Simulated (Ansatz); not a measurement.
Worked example: relaxation of the atoms of CaC2 (R3m, 3 atoms in the cell) in Ansatz (an electronic-structure program).

Computed with LDA (PW92), default PAW files made with PBE (plane waves; Ansatz).

The change in words: one atom moved by 0.15 angstrom; relax: default → atoms; relax.f_tol: default → 0.2 eV/Å. Reference geometry:
```xyz
3
Lattice="1.9347 1.1170 3.9341 -1.9347 1.1170 3.9341 0.0000 -2.2340 3.9341" Properties=species:S:1:pos:R:3 pbc="T T T"
Ca     0.0000     0.0000     0.0000
C      0.0000     0.0000     6.5257
C      0.0000     0.0000     5.2767
```

Reference input (self-consistent single point, DFT, LDA (PW92), plane waves, default PAW files made with PBE): basis.ecutwfc = 420 eV; kpoints.mp_grid.grid = 8 8 8; hamiltonian.xc = lda; hamiltonian.pseudopotentials = {kind: paw} (the program's default PAW files); scf.occupations.method = fermi_dirac; scf.occupations.width = 0.05 eV. This run's input differs from it in these lines:

```diff
@@ -7,3 +7,3 @@
   atoms:
-    - { symbol: Ca, position: [0.00000000, 0.00000000, 0.00000000] }
+    - { symbol: Ca, position: [0.01270900, 0.01270900, 0.01270900] }
     - { symbol: C, position: [0.55291300, 0.55291300, 0.55291300] }
@@ -19,2 +19,4 @@
   occupations: { method: fermi_dirac, width: 0.05 }
+relax:
+  f_tol: 0.2
 output:
```

The program printed (abridged):

```
   [... SCF lines of the steps left out ...]
relax step   1: F+E_penalty+E_count = -2258.11015804 eV  Δ(F+E_penalty+E_count) = +0.000e0 eV  max|allowed force component| = 3.670e-1 eV/Å  Δτ_max = 0.0000 Å  (6 SCF iters, dr2 threshold 1.00e-4 eV, accepted)
relax step   2: F+E_penalty+E_count = -2258.13731209 eV  Δ(F+E_penalty+E_count) = -2.715e-2 eV  max|allowed force component| = 5.326e-2 eV/Å  Δτ_max = 0.0876 Å  (7 SCF iters, accepted)
the relaxation is at rest under the 6 symmetry operations that the run kept from its start: a minimum is not shown …
Free energy (F): -2258.137312 eV
Internal energy: -2258.137312 eV  (E = F + TS)
E sigma→0 (E₀):  -2258.137312 eV
Fermi energy:    5.292298 eV
--- Forces (eV/Å), atoms counted from 1 ---
  atom   1  Ca    -0.00000000     0.00000000    -0.04584757
  atom   2  C      0.00000000     0.00000000    -0.00743060
  atom   3  C     -0.00000000    -0.00000000     0.05325687
--- Stress (GPa, compression-positive) ---
       -4.194960      -0.000000       0.000000
       -0.000000      -4.194960      -0.000000
        0.000000      -0.000000      -4.228034
  P = ⅓ Tr σ = -4.2060 GPa (-42.060 kbar)
   [... lines left out ...]
  F+E_penalty+E_count = -2258.13731209 eV   max|allowed force component| = 5.326e-2 eV/Å
  atoms:
    - { symbol: Ca, position: [0.005289081944624338, 0.005289081944624338, 0.005289081944624338] }
    - { symbol: C, position: [0.556662510564251, 0.556662510564251, 0.556662510564251] }
    - { symbol: C, position: [0.4507574074911245, 0.4507574074911245, 0.4507574074911245] }
```

The run converged.  The full log also holds: “iter 5 did not close the SCF: its close was put off for the readings that it lacked (scf_convergence_deferred on its scf_iter line)”.

Summary of the result:
| Quantity | Value |
|---|---|
| Free energy E − TS (on the zero of these files) | -2258.1373 eV |
| Top of the valence band (on the code's own zero) | 4.05 eV |
| Gap on the k-point mesh | 2.53 eV |
| Pressure | -4.21 GPa |
| Largest force (vector length) | 0.053 eV/Å |
| Relaxation steps | 2 |

The starting cell comes from a database of computed structures (which also holds hypothetical and non-ambient phases and stackings), without a prior relaxation at this level. Its lattice was rescaled by up to half a per cent. For this run, on top of that: one atom moved by 0.15 angstrom. The relaxation keeps the symmetry of its start, so its end need not be a minimum. Ansatz's pressure includes its estimate of the finite-basis (Pulay) stress.

Keys are those of Ansatz 0.2.
